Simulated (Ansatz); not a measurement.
Rh: Li interstitial (started 1.92 Å from the nearest host atom), symmetric start

The reference is an 8-atom supercell of Rh in the fcc (Cu type) structure (space group Fm-3m, No. 225; a = 3.830 Å) at its relaxed geometry.

It is then changed as follows: a neutral Li interstitial (started 1.92 Å from the nearest host atom), symmetric start, atoms relaxed at fixed cell.

Computed with PBE (Ansatz, a first-principles code; PAW; 420 eV plane waves; no spin-orbit coupling). Settings: 8×8×8 k-points, 0.05 eV Fermi–Dirac smearing.

* **Pressure**: 25.6 GPa (base 0.1 GPa)
* **Final site of the added atom**: 6 Rh at 2.03 Å (octahedral)

Final structure:

```xyz
9
Lattice="0.0000 3.8301 3.8301 3.8301 0.0000 3.8301 3.8301 3.8301 0.0000" Properties=species:S:1:pos:R:3 pbc="T T T"
Rh     0.0000     0.0000     0.0000
Rh     1.9150     1.9150    -0.1182
Rh     1.9150    -0.1182     1.9150
Rh     3.9483     1.9150     1.9150
Rh    -0.1182     1.9150     1.9150
Rh     1.9150     3.9483     1.9150
Rh     1.9150     1.9150     3.9483
Rh     3.8301     3.8301     3.8301
Li     1.9150     1.9150     1.9150
```

The cell is small, so the values are those of an ordered compound at a high defect concentration; dilute-limit values will differ. The defect started on the symmetric site and kept its symmetry, so it may sit on a saddle. The final runs are not spin-polarised. An odd electron count without spin: LiRh8. The defect cell is not spin-polarised.
